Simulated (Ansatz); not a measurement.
Results of LDA in Ansatz (plane waves, PAW) for LaNbO₄ (I4₁/a, No. 88, 12 atoms in the cell; start COD 1536266; the formula has other measured phases).

Numerical settings: plane-wave cutoff 520 eV, 10×10×10 k mesh, Fermi–Dirac smearing 0.01 eV, no spin polarisation, scalar-relativistic PAW data made under PBE.

Cell (relaxed at this level):

Space group I4₁/a, origin choice 1 (No. 88); a = b = 5.3273 Å, c = 11.3172 Å, α = β = γ = 90.00°

```
atom  site  symmetry       x       y       z
----  ----  --------  ------  ------  ------
La      4b      -4..  0.0000  0.0000  0.5000
Nb      4a      -4..  0.0000  0.0000  0.0000
O      16f         1  0.2405  0.1690  0.0887
```
(The calculation used a cell of 12 atoms; values per cell refer to that cell.)

Problem. What does this level give for the band gap, smallest direct gap on the k points sampled and Γ–Γ gap?

Solution. 
band gap: 4.12 eV
smallest direct gap on the k points sampled: 4.26 eV
Γ–Γ gap: 4.57 eV

Note: the relaxation could not lower the start's symmetry, so a distorted cell can lie lower.

Spin–orbit coupling is not included.

The computed numbers hold no vibrational or temperature effects.

Computing time: about 5 core-minutes (a rough figure).

Ansatz is a quantum-chemistry and plane-wave program.
